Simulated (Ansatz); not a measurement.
# H2O on the 1x1 (100) surface of monoclinic HfO2 (cut with top plane 2 O), one in a 1x1 cell, started at the site 'bridge O-O (span 5.3 Å)'

Host crystal: monoclinic HfO2, with a band gap (PBE, scalar-relativistic without spin-orbit coupling).

Calculation: HSE06, at the PBE geometry (plane waves to 420 eV, PAW; Ansatz, a quantum-chemistry and plane-wave program).

Slab: 27 atoms, 9.3 Å thick at the start under the adsorbate (thin: gaps and levels are the slab's own); k 3x3x1, smearing 0.01 eV, dipole-corrected; single point; no symmetry held, on the structure that PBE left; no spin, no spin-orbit, no U, no dispersion correction. At the end it is bonded to Hf + O. In PBE it is, or lies within 0.03 eV of, the lowest of the starts that converged; the order may differ at this level.

The energy of the end state, in which the adsorbate came apart, against H2O(g) at the same level is -40.6 kcal/mol and the change of the step from the bottom to the top vacuum level, against the clean slab is -1.01 eV. The height of the binding atom over the mean of the host atoms within 0.3 Å of the top one comes out as 0.631 Å. The caution is the clean host was not checked against rearrangement in a larger or rattled cell and the note is in the relaxation the adsorbate left its starting site by 0.5 Å. The cost comes out as roughly 27 core-minutes.

A negative adsorption energy means that the adsorbate is more stable on the surface than in its reference.
